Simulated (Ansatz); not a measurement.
The parent structure is Pt in the fcc (Cu type) structure (space group Fm-3m, No. 225; a = 3.942 Å; relaxed with 0.1 eV smearing). Axes: x, y, z lie along the cube axes.

Method: Kohn–Sham DFT with the r2SCAN functional, run in Ansatz (a first-principles code) with PAW and 500 eV plane waves, spin-orbit coupling left out.

The change: tensile biaxial strain of 1.67 % in the plane normal to [111], as in epitaxy on a mismatched substrate; the out-of-plane cell vector and the atoms relax.

Task: Predict the new ratio −ε⊥/ε∥.

Result: The ratio −ε⊥/ε∥ comes out as 1.16.

Whether these cells are dynamically stable was not tested. The final runs are not spin-polarised.
